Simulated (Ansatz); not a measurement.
# zinc-blende BAs: the defect V_B+Te_As

Calculation: PBE, PAW (plane waves to 420 eV; Ansatz, a program for electronic structure). Cell: 64 sites, 2×2×2; final energies on a 2×2×2 shifted mesh. Sites at the start: the B site; As 2.08 Å away. Finite-size correction: monopole term and site-potential alignment. Dielectric constants: PBE linear response of the host. Host gap at this level: 1.20 eV. These values are not converged in cell size to better than tenths of an eV. Levels are measured in PBE's own, too narrow, gap. Spin–orbit coupling is left out, which matters for these heavy elements. Each state is the lowest found from its start.

```
charge         moment (μB)  largest move off a lattice site (Å)  image correction with alignment (eV)  above the lowest spin state (eV)
------  ------------------  -----------------------------------  ------------------------------------  --------------------------------
0†              fractional                                 0.17                                  0.00                              0.00
0†      not spin-polarised                                 0.17                                  0.00                              0.00
−1†                    1.0                                 0.19                                  0.17                              0.00
−2      not spin-polarised                                 0.23                                  0.64                              0.00
```

† Not settled in this cell, so no level is given: charge 0: fractional moment, a level filled in part; charge −1: a level filled in part.

Starting moments that weren't kept: charge 0 began with 2 μB and ended with 0.5.

All states together cost roughly 2.2 core-hours.
